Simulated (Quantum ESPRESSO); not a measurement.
Quantum ESPRESSO run on GaNi3 (Pm-3m, 4 atoms in the cell): self-consistent single point.

Method: LDA (PZ), GBRV 1.5 ultrasoft (LDA) pseudopotentials (plane waves; Quantum ESPRESSO).

The change in words: lattice scaled by 0.98. Reference geometry:
```
GaNi3
1.0
    3.48385     0.00000     0.00000
    0.00000     3.48385     0.00000
    0.00000     0.00000     3.48385
Ga Ni
1 3
Direct
  0.00000   0.00000   0.00000
  0.50000   0.00000   0.50000
  0.00000   0.50000   0.50000
  0.50000   0.50000   0.00000
```
Moments meant for the start (each program seeds them in its own way; μB, in the order of the atoms Ga Ni Ni Ni): 0.0 2.0 2.0 2.0.

Reference input (self-consistent single point, DFT, LDA (PZ), plane waves, GBRV 1.5 ultrasoft (LDA) pseudopotentials): ecutwfc = 50 Ry; ecutrho = 400 Ry; occupations = smearing; smearing = fermi-dirac; degauss = 0.0073499 Ry; nspin = 2; potentials = {Ga: ga_lda_v1.4.uspp.F.UPF, Ni: ni_lda_v1.4.uspp.F.UPF}; K_POINTS = automatic 8 8 8 0 0 0; conv_thr = 1e-09 Ry; mixing_beta = 0.3. This run's input differs from it in these lines:

```diff
@@ -29,5 +29,5 @@
 Ga    0.00000000    0.00000000    0.00000000
-Ni    1.74192300    0.00000000    1.74192300
-Ni    0.00000000    1.74192300    1.74192300
-Ni    1.74192300    1.74192300    0.00000000
+Ni    1.70708450    0.00000000    1.70708450
+Ni    0.00000000    1.70708450    1.70708450
+Ni    1.70708450    1.70708450    0.00000000
 K_POINTS {automatic}
@@ -35,5 +35,5 @@
 CELL_PARAMETERS {bohr}
-   6.58351480     0.00000000     0.00000000
-   0.00000000     6.58351480     0.00000000
-   0.00000000     0.00000000     6.58351480
+   6.45184435     0.00000000     0.00000000
+   0.00000000     6.45184435     0.00000000
+   0.00000000     0.00000000     6.45184435
```

Output (repeated stretches shortened):

```
     Self-consistent Calculation

     iteration #  1     ecut=    50.00 Ry     beta= 0.30

     total energy              =   -1419.70577072 Ry
     estimated scf accuracy    <     103.74466977 Ry

     total magnetization       =     2.21 Bohr mag/cell
     absolute magnetization    =     2.38 Bohr mag/cell

     iteration #  2     ecut=    50.00 Ry     beta= 0.30

     total energy              =   -1444.42686636 Ry
     estimated scf accuracy    <       2.43752046 Ry

     total magnetization       =     1.24 Bohr mag/cell
     absolute magnetization    =     1.80 Bohr mag/cell

     iteration #  3     ecut=    50.00 Ry     beta= 0.30

   [... lines left out ...]

     iteration # 16     ecut=    50.00 Ry     beta= 0.30

     total energy              =   -1444.66571100 Ry
     estimated scf accuracy    <          2.8E-09 Ry

     total magnetization       =     0.00 Bohr mag/cell
     absolute magnetization    =     0.00 Bohr mag/cell

     iteration # 17     ecut=    50.00 Ry     beta= 0.30

     Magnetic moment per site  (integrated on atomic sphere of radius R)
     atom   1 (R=0.292)  charge= 17.2010  magn=  0.0000
     atom   2 (R=0.292)  charge= 16.7251  magn= -0.0001
     atom   3 (R=0.292)  charge= 16.7251  magn= -0.0001
     atom   4 (R=0.292)  charge= 16.7251  magn= -0.0001
     End of self-consistent calculation

     the Fermi energy is    20.2199 ev

!    total energy              =   -1444.66571101 Ry
     estimated scf accuracy    <          4.0E-10 Ry
     smearing contrib. (-TS)   =      -0.00993313 Ry
     internal energy E=F+TS    =   -1444.65577788 Ry

     total magnetization       =    -0.00 Bohr mag/cell
     absolute magnetization    =     0.00 Bohr mag/cell

     convergence has been achieved in  17 iterations

     Forces acting on atoms (cartesian axes, Ry/au):

     atom    1 type  1   force =     0.00000000    0.00000000    0.00000000
   [... zero for the other atoms too ...]

     Total force =     0.000000     Total SCF correction =     0.000000

          total   stress  (Ry/bohr**3)                   (kbar)     P=      177.21
   0.00120466   0.00000000   0.00000000          177.21        0.00        0.00
   0.00000000   0.00120466   0.00000000            0.00      177.21        0.00
   0.00000000   0.00000000   0.00120466            0.00        0.00      177.21

   JOB DONE.
```

The run converged in 17 iterations. Against the reference run the free energy goes up by 36.5 meV/atom and the pressure goes from 1.27 to 17.72 GPa.

The starting cell comes from a database of computed structures (which also holds hypothetical and non-ambient phases and stackings), without a prior relaxation at this level. Its lattice was rescaled by a random factor within 2.5 % of one. For this run, on top of that: lattice scaled by 0.98. The starting moments vanished: the run ended non-magnetic, which need not be the lowest state. With a pressure of about 18 GPa the cell is away from its equilibrium volume at this level.

Cost on one core of a shared machine: roughly 3 min.
